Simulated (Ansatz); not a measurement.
System: hexagonal WC. Method: PBEsol (PAW; Ansatz, a program for electronic structure).

Settings: plane-wave cutoff 520 eV, 24×24×22 k mesh (along the axes of the cell as run), Fermi–Dirac smearing 0.055 eV (set by the program), no spin polarisation, scalar-relativistic PAW data made under PBE.

Computed at the level's own relaxed cell.

Problem. Predict the Poisson ratio, Young modulus, Voigt–Reuss–Hill shear modulus (Hill average), elastic constant C66, elastic constant C12, elastic constant C11, elastic constant C13, elastic constant C33 and elastic constant C44.

Solution. 
- Poisson ratio = 0.207
- Young modulus = 719 GPa
- Voigt–Reuss–Hill shear modulus (Hill average) = 298 GPa
- elastic constant C66 = 249 GPa
- elastic constant C12 = 240 GPa
- elastic constant C11 = 738 GPa
- elastic constant C13 = 188 GPa
- elastic constant C33 = 984 GPa
- elastic constant C44 = 322 GPa

Elastic constants are with the ions relaxed.

Spin–orbit coupling is not included.

Computed values are for the static lattice.

It cost around 40 core-minutes (rough) of CPU time.
